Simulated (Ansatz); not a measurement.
## A computed series for RhPb: response to strain

Take RhPb (space group P6/mmm, No. 191) as the base.

```yaml
crystal:
  lattice:
    - [5.66305, 0.00000, 0.00000]
    - [-2.83152, 4.90434, 0.00000]
    - [0.00000, 0.00000, 4.44174]
  atoms:
    - { symbol: Rh, position: [0.00000, 0.50000, 0.00000] }
    - { symbol: Rh, position: [0.50000, 0.00000, 0.00000] }
    - { symbol: Rh, position: [0.50000, 0.50000, 0.00000] }
    - { symbol: Pb, position: [0.66667, 0.33333, 0.50000] }
    - { symbol: Pb, position: [0.33333, 0.66667, 0.50000] }
    - { symbol: Pb, position: [0.00000, 0.00000, 0.00000] }
```

Cartesian axes are those of the cell as printed.

Strains are applied to the cell and any free atomic positions relax; under biaxial strain the out-of-plane vector relaxes too.

All numbers come from Ansatz (a first-principles code), PBEsol, PAW, cutoff 420 eV, no spin-orbit coupling.

Notes on the quantities. pressure: mean of the normal stresses, compression positive.

```csv
variant,pressure,volume per atom,space group
base,0.0 GPa,20.56 Å³,P6/mmm (No. 191)
"biaxial strain −0.78 %, plane normal [001], relaxed out of plane",1.5 GPa,20.34 Å³,P6/mmm (No. 191)
uniaxial strain ε_xx = −5.67 %,[?],19.39 Å³,Cmmm (No. 65)
uniaxial strain ε_zz = +1.68 %,[?],20.91 Å³,P6/mmm (No. 191)
```

Question: Fill in the withheld entries from the trend.

Answer: 
- uniaxial strain ε_xx = −5.67 %, pressure: 9.3 GPa
- uniaxial strain ε_zz = +1.68 %, pressure: -2.0 GPa

Without a gap, meshes like the base's 10×10×11 leave anisotropic stresses uncertain by several tenths of a GPa, and small strain energies with them. Stability against distortions was not tested. All final runs are without spin polarisation.
